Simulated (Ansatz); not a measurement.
Structures of equal composition on the (0001) surface of hcp Ru: a layer of Al in place of the second plane; a layer of Al in place of the third plane. The slabs share one bottom face, and each structure is named by its start. These are constructed structures in small cells; real faces may alloy, dewet or reconstruct in larger ones, and not all known structures of the face are among them. Slabs of about 11 Å, Fermi-Dirac smearing of 0.1 eV. Bottom of the slabs: a bare face, its two planes held. Relaxed from the named starts with such symmetry as they have, on meshes of like density; energies extrapolated to zero smearing; spin only where a row says so; no spin-orbit coupling, no U. Brackets mark spin-polarised runs, whose order is one that fits the cell.

These are PBE (plane waves to 420 eV, PAW; Ansatz, a first-principles code) values and carry that method's errors.

Question: Put the candidates in order of energy per 1x1 cell, lowest first, for PBE.

Answer: a layer of Al in place of the second plane (0.000 eV), a layer of Al in place of the third plane (0.087 eV)
